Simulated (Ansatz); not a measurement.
CoSn (P6/mmm, No. 191) was calculated with PBEsol (PAW; Ansatz, a program for electronic structure).

Numerical settings: plane-wave cutoff 520 eV, 12×12×16 k mesh (along the axes of the cell as run), Fermi–Dirac smearing 0.041 eV (set by the program), no spin polarisation, scalar-relativistic PAW data made under PBE.

Computed at the level's own relaxed cell.

```
CELL_PARAMETERS angstrom
      5.21857     0.00000     0.00000
     -2.60928     4.51941     0.00000
      0.00000     0.00000     4.17057
ATOMIC_POSITIONS crystal
  Co 0.00000 0.50000 0.00000
  Co 0.50000 0.00000 0.00000
  Co 0.50000 0.50000 0.00000
  Sn 0.00000 0.00000 0.00000
  Sn 0.66667 0.33333 0.50000
  Sn 0.33333 0.66667 0.50000
```

Q: Give the elastic tensor (Voigt notation, GPa, ions relaxed, in the Cartesian axes of the cell as printed).

A: 
```
  254.7   109.7    73.5     0.0     0.0     0.0
  109.7   254.7    73.5     0.0     0.0     0.0
   73.5    73.5   288.7     0.0     0.0     0.0
    0.0     0.0     0.0    78.5     0.0     0.0
    0.0     0.0     0.0     0.0    78.5     0.0
    0.0     0.0     0.0     0.0     0.0    72.5
```

The computed numbers hold no vibrational or temperature effects.
